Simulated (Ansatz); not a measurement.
The reference is CdGeAs2 in the chalcopyrite structure (space group I-42d, No. 122; a = 5.8735 Å, c = 11.2264 Å). Axes: x, y, z lie along a, b, c of the conventional cell.

Calculations: Ansatz (a first-principles code), LDA, PAW, cutoff 420 eV, no spin-orbit coupling.

Before the change:

* **Shortest interatomic distance**: 2.426 Å
* **Pressure**: 0.00 GPa

The change: uniaxial strain ε_zz = +3.00 %, all other strain components held at zero; the atoms relax in the strained cell.

### Question
What happens to the energy relative to the base?

### Answer
The energy goes up by 5.7 meV/atom.

### Question
Predict the new shortest interatomic distance.

### Answer
The shortest interatomic distance goes up by 0.0262 Å, from 2.426 Å to 2.453 Å.

### Question
How does this affect the pressure?

### Answer
The pressure (mean of the normal stresses, compression positive) goes from zero to -1.78 GPa.

Stability against distortions was not tested.
